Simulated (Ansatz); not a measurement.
Functionals compared on SiH3 on the 1x1 (101) surface of tetragonal HfO2 (a metastable polymorph) (cut with top plane O), one in a 2x1 cell, started at the site 'over O at depth 1.5 Å', in Ansatz (plane waves, PAW). The structure was relaxed with PBE; the other rows are single points on it, each with its references at the same level. Cutoff 420 eV (500 eV for r2SCAN). The points keep PBE's geometry, so the relaxation of a polaron and the settling of charge on one site are left out.

Host crystal: tetragonal HfO2, with a band gap (PBE, scalar-relativistic without spin-orbit coupling).

Model: 40-atom slab, 7.6 Å thick at the start under the adsorbate (thin: gaps and levels are the slab's own), 3x3x1 mesh, Fermi-Dirac 0.01 eV, dipole correction, 16 atoms held, the rest relaxed; no symmetry held; spin-polarised, ending with about 1.0 μB a cell; orders that need a larger cell were not tried, no spin-orbit, no U, no dispersion correction. At the end it is bonded to 2 Hf + O. In PBE this state lies 0.07 eV over the lowest of the starts that converged ('bridge O-O (span 4.0 Å)', where the adsorbate broke or entered a bond of the host). These notes are the PBE run's. r2SCAN: The program's check for a lower electronic state was not made. Adsorption energies are against SiH4(g) − ½ H2(g). A negative adsorption energy means that the adsorbate is more stable on the surface than in its reference.

```
functional  adsorption energy (eV)  magnetic moment of the cell (μB)
----------  ----------------------  --------------------------------
PBE                           0.65                              1.00
RPBE                             ?                              1.00
r2SCAN                        0.38                              1.00
```

Complete the blanks.


- RPBE, adsorption energy (eV): 0.95

Ansatz is a program for electronic structure.
